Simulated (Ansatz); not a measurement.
# Ta₂Sn₂O₇ (Fd-3m, No. 227, 22 atoms in the cell; start mp-3593; idealised structure)

Calculation: r²SCAN+SOC (Ansatz, a quantum-chemistry and plane-wave program, PAW).

Run with plane-wave cutoff 560 eV, 6×6×6 k mesh, Fermi–Dirac smearing 0.01 eV, PAW data made under PBE.

Cell (relaxed with PBEsol):

```xyz
22
Lattice="0.0000 5.3003 5.3003 5.3003 0.0000 5.3003 5.3003 5.3003 0.0000" Properties=species:S:1:pos:R:3 pbc="T T T"
Ta     6.6254     6.6254     6.6254
Ta     6.6254     3.9752     3.9752
Ta     3.9752     3.9752     6.6254
Ta     3.9752     6.6254     3.9752
Sn     1.3251     1.3251     1.3251
Sn     1.3251     3.9752     3.9752
Sn     3.9752     3.9752     1.3251
Sn     3.9752     1.3251     3.9752
O      2.6501     2.6501     2.6501
O      0.0000     0.0000     0.0000
O      7.9504     5.9572     7.9504
O      7.2935     5.3003     5.3003
O      7.9504     9.9437     7.9504
O      3.3071     5.3003     5.3003
O      7.9504     7.9504     5.9572
O      5.3003     7.2935     5.3003
O      7.9504     7.9504     9.9437
O      5.3003     3.3071     5.3003
O      5.9572     7.9504     7.9504
O      5.3003     5.3003     7.2935
O      9.9437     7.9504     7.9504
O      5.3003     5.3003     3.3071
```

- band gap = 1.56 eV (indirect)
- smallest direct gap on the k points sampled = 1.60 eV
- direct gap at Γ = 1.81 eV

Note: cell and atoms aren't relaxed at this level (largest force component 0.04 eV/Å, pressure 1.1 GPa).

Static lattice: no zero-point or thermal effects.

A start named mp-… is a Materials Project structure, which need not be a measured phase.
